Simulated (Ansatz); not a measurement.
Consider N-vacancy pair (N on one host O site, one O site vacant) in monoclinic ZrO2, charge state +1. Calculation: PBE, PAW (plane waves to 420 eV; Ansatz, a program for electronic structure).

Cell of 96 host sites held at the relaxed PBE lattice; the Γ point alone; Fermi-Dirac width 0.01 eV, spin-restricted; finite-size errors left in. Static, classical nuclei. The charge state is imposed; whether it is stable for some Fermi level was not computed. Forms of the defect that were not tried may lie lower. The start lies 0.57 eV above the lowest site run (PBE).

Barriers: single points on a 2×2×2 k-point mesh shifted by half a step at the bands' geometries.

The step: one O atom jumps into the vacancy from a nearby O site (N-vacancy distance between ideal sites 2.60 → 4.05 Å). Atoms about the jump, Cartesian Å from the middle of the jump, before and after:

```csv
atom,x0,y0,z0,x1,y1,z1
O1,-0.86,-0.21,-0.37,0.86,0.21,0.37
Zr2,-0.23,-1.44,1.26,-0.03,-1.35,1.31
Zr3,0.35,1.01,-1.62,0.53,1.01,-1.53
O4,-0.76,2.46,-0.26,-0.82,2.42,-0.25
Zr5,3.05,1.45,0.74,2.81,1.37,0.71
N6,2.06,1.92,-1.01,2.16,1.99,-1.21
O7,1.55,-0.61,-2.20,1.57,-0.63,-2.25
O8,-1.74,-0.18,2.18,-1.67,-0.14,2.04
O9,0.74,-0.44,2.86,0.68,-0.61,3.15
O10,-0.81,-2.82,-0.26,-0.92,-2.39,-0.28
O11,1.63,-2.30,1.37,1.66,-2.42,1.52
O12,1.60,2.72,1.56,1.58,2.82,1.49
Zr13,-2.33,1.35,0.75,-2.45,1.46,0.81
```

**Question.** Give the saddle-point geometry and the barrier.

**Answer.** 
```
atom      x      y      z
----  -----  -----  -----
O1     0.46   0.18   0.25
Zr2   -0.08  -1.40   1.32
Zr3    0.51   1.02  -1.58
O4    -0.83   2.50  -0.27
Zr5    2.90   1.41   0.71
N6     2.17   1.98  -1.15
O7     1.59  -0.62  -2.27
O8    -1.72  -0.17   2.10
O9     0.68  -0.60   3.12
O10   -0.92  -2.50  -0.29
O11    1.67  -2.38   1.47
O12    1.59   2.78   1.49
Zr13  -2.40   1.44   0.80
```
It lies 0.74 eV above the start and 0.078 eV above the end. The saddle point's order was not checked.
